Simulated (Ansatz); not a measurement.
**Short convergence ladders for Ta2H (P2, 3 atoms in the cell)**

```
Ta2H
1.0
    1.72910    -2.38333     0.00000
    1.72910     2.38333     0.00000
    0.00000     0.00000     4.78236
Ta H
2 1
Direct
  0.00000   0.50000   0.27503
  0.50000   0.00000   0.73543
  0.00000   0.00000   0.00000
```

Base method: LDA (PW92), default PAW files made with PBE (plane waves; Ansatz, an electronic-structure program).

Base settings: basis.ecutwfc = 30.9 Ry; kpoints.mp_grid.grid = 8 8 5; hamiltonian.xc = lda; hamiltonian.pseudopotentials = {kind: paw} (the program's default PAW files); scf.occupations.method = fermi_dirac; scf.occupations.width = 0.0073 Ry.

The count of work is k-points × plane waves × bands × iterations; it is no time. Core times come from one kind of shared machine, to one figure; runs under 30 s give none.

**The cutoff for other potential files**

Level: DFT, LDA (PW92), plane waves, harder PAW files (source: ansatz) made with PBE.

In this ladder: hamiltonian.pseudopotentials = {kind: paw, source: ansatz}.

The second cell is the first with its lattice scaled by 0.98.

The mesh stays at the base's, so the ladder's end is converged at best in this setting alone.

The first pressure column holds Ansatz's estimate of the finite-basis (Pulay) stress, which hides part of the cutoff error; the other is without it.

Only quantities that move along the ladder and can be compared are tabulated.

| basis.ecutwfc | free energy less the last step's (meV/atom) | energy of the compressed cell less the first (meV/atom) | pressure (GPa) | pressure without the Pulay estimate (GPa) | largest difference of a force vector from the last step's (eV/Å) | count of work / last |
|---|---|---|---|---|---|---|
| 26.5 Ry | 168.64 | -23.20 | -10.54 | -27.26 | 0.015 | 0.11 |
| 32.3 Ry | 13.67 | -24.21 | -10.86 | -12.17 | 0.004 | 0.14 |
| 41.2 Ry | 1.98 | -24.29 | -10.88 | -10.96 | 0.001 | 0.21 |
| 50 Ry | 0.90 | -24.33 | -10.89 | -10.91 | 0.000 | 0.31 |
| 58.8 Ry | 0.61 | -24.34 | -10.89 | -10.89 | 0.000 | 0.35 |
| 70.6 Ry | 0.44 | -24.35 | -10.89 | -10.90 | 0.000 | 0.46 |
| 88.2 Ry | 0.21 | -24.35 | -10.89 | -10.89 | 0.000 | 0.65 |
| 117.6 Ry | 0.00 | -24.35 | -10.89 | -10.89 | 0.000 | 1.0 |

Coarsest basis.ecutwfc that holds the energy of the compressed cell less the first within 0.2 meV/atom of the last step, with all finer ones: 32.3 Ry, at 0.14 of the last step's count of work; the step before is off by 1.1 meV/atom.

Coarsest basis.ecutwfc that holds the pressure without the Pulay estimate within 0.5 GPa of the last step, with all finer ones: 41.2 Ry, at 0.21 of the last step's count of work; the step before is off by 1.3 GPa.

Coarsest basis.ecutwfc that holds the pressure within 0.05 GPa of the last step, with all finer ones: 32.3 Ry, at 0.14 of the last step's count of work; the step before is off by 0.35 GPa.

The energy difference between the two cells stays within 1 meV/atom of the last step's from 32.3 Ry on, the total only from 50 Ry on: much of the error is common to both cells and cancels.

At the lowest cutoff the pressure without the Pulay estimate lies 16.4 GPa under the last step's, the usual sign of Pulay stress in an incomplete plane-wave basis.

**The relaxed cell against the cutoff**

On Ta₂H (C222, 3 atoms in the cell): atoms on their sites.

In this ladder: relax = cell and atoms.

The mesh stays at the base's, so the ladder's end is converged at best in this setting alone.

Only quantities that move along the ladder and can be compared are tabulated.

```tsv
basis.ecutwfc	relaxed volume (Å³/atom)	relaxation steps	core time / last (rough)
15.4 Ry	12.383	36	0.9
18.4 Ry	12.402	13	0.5
21.7 Ry	12.396	9	–
26.1 Ry	12.390	9	–
30.9 Ry	12.389	9	–
37.1 Ry	12.388	7	0.5
46.3 Ry	12.388	7	0.7
61.7 Ry	12.388	7	1
```

Coarsest basis.ecutwfc that holds the relaxed volume within 0.012 Å³/atom of the last step, with all finer ones: 21.7 Ry; the step before is off by 0.014 Å³/atom.

On the base run: the starting cell comes from a database of computed structures (which also holds hypothetical and non-ambient phases and stackings), without a prior relaxation at this level. Its lattice was rescaled by up to half a per cent. One atom was moved a little off its site on purpose. Spin polarisation is off.

Keys are those of Ansatz 0.2.
